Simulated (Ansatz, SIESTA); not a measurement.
**One structure in several programs: SiTe₂ (P-3m1, 3 atoms in the cell)**

Self-consistent single point.

```
SiTe2
1.0
    3.79211     0.00000     0.00000
   -1.89605     3.28406     0.00000
    0.00000     0.00000     7.06352
Si Te
1 2
Direct
  0.00000   0.00000   0.00000
  0.33333   0.66667   0.77341
  0.66667   0.33333   0.22659
```

Shared settings, as Ansatz (a program for electronic structure) writes them: kpoints.mp_grid.grid = 8 8 4; magnetization.spin_orbit = true; scf.occupations.method = gaussian; scf.occupations.width = 0.272 eV. Potentials and cutoffs stand in the table.

```json
[
 {"code": "SIESTA", "model": "GGA PBEsol with spin-orbit coupling, numerical atomic orbitals DZP, PseudoDojo PBEsol fully relativistic norm-conserving potentials (rewritten from UPF to PSML)", "pressure (GPa)": "–", "largest force (eV/Å)": "0.473", "cutoff": "grid 400 Ry"},
 {"code": "Ansatz", "model": "PBEsol with spin-orbit coupling, PAW files made with PBE", "pressure (GPa)": "-0.93", "largest force (eV/Å)": "0.142", "cutoff": "default"}
]
```

A dash marks a value that a program does not give, or that is left out as unsure.

No clean gap comes from SIESTA and Ansatz: levels at the Fermi energy touch, overlap or are partly filled at this smearing.

The spread over the programs that give each value: largest force within 0.331 eV/Å.

SIESTA uses small atom-centred bases, whose incompleteness enters pressures, forces and empty levels differently from a plane-wave cutoff.

The starting cell comes from a database of computed structures (which also holds hypothetical and non-ambient phases and stackings), without a prior relaxation at this level. Its lattice was rescaled by a random factor within 2.5 % of one.

Left out of this page: Elk (with a known weakness of the program).

Keys are those of Ansatz 0.2.
